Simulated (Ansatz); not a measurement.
# Converging the k-point mesh: ZnNi (P4mm, 2 atoms in the cell)

```yaml
crystal:
  lattice:
    - [2.71006, 0.00000, 0.00000]
    - [0.00000, 2.71006, 0.00000]
    - [0.00000, 0.00000, 3.19786]
  atoms:
    - { symbol: Zn, position: [0.50000, 0.50000, 0.51563] }
    - { symbol: Ni, position: [0.00000, 0.00000, 0.00000] }
```

Method of the run: LDA (PW92), default PAW files made with PBE (plane waves; Ansatz, a quantum-chemistry and plane-wave program).

Base settings: basis.ecutwfc = 420 eV; kpoints.mp_grid.grid = 12 12 10; hamiltonian.xc = lda; hamiltonian.pseudopotentials = {kind: paw} (the program's default PAW files); scf.occupations.method = fermi_dirac; scf.occupations.width = 0.1 eV.

The second cell is the first with its lattice scaled by 0.98.

Only quantities that move along the ladder and can be compared are tabulated.

The count of work is k-points × plane waves × bands × iterations; it is no time. Core times come from one kind of shared machine, to one figure; runs under 30 s give none.

The starting cell comes from a database of computed structures (which also holds hypothetical and non-ambient phases and stackings), without a prior relaxation at this level. Its lattice was rescaled by up to half a per cent. One atom was moved a little off its site on purpose. Spin polarisation is off. In the base run, with a pressure of about -10 GPa the cell is away from its equilibrium volume at this level. Ansatz's pressure includes its estimate of the finite-basis (Pulay) stress.

Steps (kpoints.mp_grid.grid): 2 2 2; 3 3 2; 3 3 3; 4 4 3; 4 4 4; 5 5 4; 5 5 5; 6 6 5; 7 7 6; 8 8 7; 9 9 7; 9 9 8; 10 10 9; 12 12 10; 13 13 11; 14 14 12; 16 16 13; 17 17 15; 19 19 16; 21 21 18; 24 24 20; 26 26 22; 29 29 25; 32 32 27; 36 36 30; 40 40 34.

Problem. What is the coarsest kpoints.mp_grid.grid that holds the pressure within 1 GPa of the last step, with all finer ones?

Solution. 3 3 3, at 0.0014 of the last step's count of work; the step before is off by 1.3 GPa.

Problem. What is the coarsest kpoints.mp_grid.grid that holds the forces within 0.01 eV/Å of the last step, with all finer ones?

Solution. 5 5 5, at 0.0043 of the last step's count of work; the step before is off by 0.016 eV/Å.

Problem. What is the coarsest kpoints.mp_grid.grid that holds the energy of the compressed cell less the first within 0.5 meV/atom of the last step, with all finer ones?

Solution. 7 7 6, at 0.0096 of the last step's count of work; the step before is off by 0.68 meV/atom.

```csv
kpoints.mp_grid.grid,free energy less the last step's (meV/atom),energy of the compressed cell less the first (meV/atom),pressure (GPa),largest difference of a force vector from the last step's (eV/Å),count of work / last,core time / last (rough)
2 2 2,444.25,2.89,-4.56,0.005,0.0019,–
3 3 2,-73.03,-27.77,-11.08,0.003,0.0014,–
3 3 3,2.13,-19.84,-9.36,0.012,0.0014,–
4 4 3,20.85,-21.64,-9.78,0.015,0.0029,–
4 4 4,7.76,-19.90,-9.41,0.003,0.0051,–
5 5 4,-1.80,-22.08,-9.85,0.016,0.0043,–
5 5 5,3.46,-21.27,-9.67,0.006,0.0043,–
6 6 5,6.75,-21.25,-9.66,0.003,0.0072,–
7 7 6,2.08,-21.85,-9.79,0.000,0.0096,–
8 8 7,3.56,-21.70,-9.76,0.000,0.014,–
9 9 7,-0.24,-22.10,-9.85,0.001,0.014,–
9 9 8,0.81,-21.88,-9.80,0.002,0.018,–
10 10 9,0.23,-21.94,-9.82,0.001,0.025,–
12 12 10,0.42,-21.95,-9.82,0.001,0.040,–
13 13 11,-0.02,-21.94,-9.82,0.000,0.040,–
14 14 12,0.02,-22.01,-9.83,0.000,0.061,–
16 16 13,0.09,-21.94,-9.82,0.000,0.076,–
17 17 15,0.09,-21.93,-9.82,0.000,0.087,–
19 19 16,0.00,-21.93,-9.82,0.000,0.12,–
21 21 18,0.03,-21.93,-9.82,0.000,0.16,–
24 24 20,0.00,-21.93,-9.82,0.000,0.24,0.3
26 26 22,0.00,-21.94,-9.82,0.000,0.30,0.3
29 29 25,0.00,-21.93,-9.82,0.000,0.38,0.3
32 32 27,0.00,-21.93,-9.82,0.000,0.52,0.4
36 36 30,0.00,-21.93,-9.82,0.000,0.73,0.7
40 40 34,0.00,-21.93,-9.82,0.000,1.0,1
```

The energy difference between the two cells stays within 1 meV/atom of the last step's from 5 5 4 on, the total only from 9 9 7 on: much of the error is common to both cells and cancels.

Keys are those of Ansatz 0.2.
